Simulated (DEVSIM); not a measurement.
System: abrupt Si p-n junction, at 400 K.

Layer 1 from the left is Si, thickness (μm) 5.60, Na (cm⁻³) 1.1e18, τn (s) 4.1e-7, τp (s) 4.1e-7. Layer 2 from the left is Si, thickness (μm) 48.0, Nd (cm⁻³) 1e15, τn (s) 4.1e-7, τp (s) 4.1e-7.

Left contact: ohmic. Right contact: ohmic. Voltage is applied to the left contact. Recombination: SRH at mid-gap. Mobility is μmin + (μ − μmin)/(1 + (N/Nref)^α).

This is a model device: material constants are rounded textbook-type values typed into the input, and sizes, dopings and lifetimes were drawn at random. Values at 300 K; Nc and Nv go as T^1.5, mobilities as T to minus their exponent, the gap by Varshni's rule with the affinity fixed.

Si: gap (eV) 1.124, affinity (eV) 4.05, permittivity 11.7, Nc (cm⁻³) 2.86e19, Nv (cm⁻³) 3.1e19, μn (cm²/Vs) 1417, μp (cm²/Vs) 470, μn,min 52, μp,min 45, Nref,n 9.7e16, Nref,p 2.2e17, αn 0.68, αp 0.72, T exponent of μn 2.3, T exponent of μp 2.2, Varshni α (eV/K) 0.000473, Varshni β (K) 636.

Simulated with DEVSIM: 1D drift-diffusion, Boltzmann statistics, complete ionisation; no tunnelling, impact ionisation, image-force lowering or self-heating.

Dark forward current:

```csv
|V| (V),|J| (A/cm²)
0.05,0.0001037
0.10,0.0004917
0.15,0.002029
0.20,0.008223
0.25,0.03252
0.30,0.1171
0.35,0.3513
0.40,0.8762
0.45,1.935
0.50,3.972
0.55,7.758
0.60,14.57
0.65,26.40
0.70,46.03
0.75,76.74
0.80,121.5
0.85,182.4
0.90,259.8
0.95,353.2
1.00,461.2
1.05,581.6
1.10,712.1
1.15,850.1
1.20,992.9
1.25,1138
1.30,1283
```

Task: Work out the local ideality factor n = ΔV / (kT/q · ln(J2/J1)) between the rows 0.15 and 0.20 V, 1.25 and 1.30 V.

Result: kT/q = 34.47 mV. From 0.15 to 0.20 V: ln(0.008223/0.002029) = 1.399, n = 1.04, near the 1 of diffusion or emission over a barrier. From 1.25 to 1.30 V: ln(1283/1138) = 0.120, n = 12.09.

Task: Estimate the current at 0.20 V from the Shockley equation with J0 = Σ q ni² D/(N L) coth(W/L), τ joining the SRH, radiative and Auger lifetimes that are on, and W taken as the whole layer.

Result: ni² = 3.22e25 cm⁻⁶; electrons in the p layer: μ = 140 cm²/Vs, D = 4.83 cm²/s, τ = 4.10e-7 s, L = 14.1 μm, W/L = 0.40, term 4.26e-8 A/cm²; holes in the n layer: μ = 245 cm²/Vs, D = 8.45 cm²/s, τ = 4.10e-7 s, L = 18.6 μm, W/L = 2.6, term 2.37e-5 A/cm². J0 = 2.38e-5 A/cm², and J = J0 exp(qV/kT) = 0.00786 A/cm². The simulation gives 0.00822 A/cm²; the estimate lies 4.4 % below. The estimate leaves out recombination in the depletion region and that region's share of W.
